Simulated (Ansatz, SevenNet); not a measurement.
For GeS (model structure, started from the NiAs type, P6₃/mmc, No. 194, 4 atoms in the cell), the machine-learned potential SevenNet-0 (trained on PBE and PBE+U data) gives:

| Property | Result |
|---|---|
| lattice parameter a | 3.795 Å |
| c axis length | 6.496 Å |

Question: What does PBEsol (plane waves, PAW; Ansatz, a program for electronic structure) give for the same quantities?

Answer: 
- lattice constant a: 3.664 Å (decreases by 3.5 %)
- lattice parameter c: 6.690 Å (increases by 3.0 %)

Changes are worked out from the printed values.

Unless a cell is named, each level is at its own relaxed cell (SevenNet-0 20.25, PBEsol 19.45 Å³/atom).

Ansatz's density-functional and Hartree–Fock values are scalar-relativistic unless marked +SOC, with PAW data made under PBE.

A model structure was made by putting elements into a prototype or built by hand; it is no filed structure, need not be a known phase, and can be a saddle point held by its symmetry.
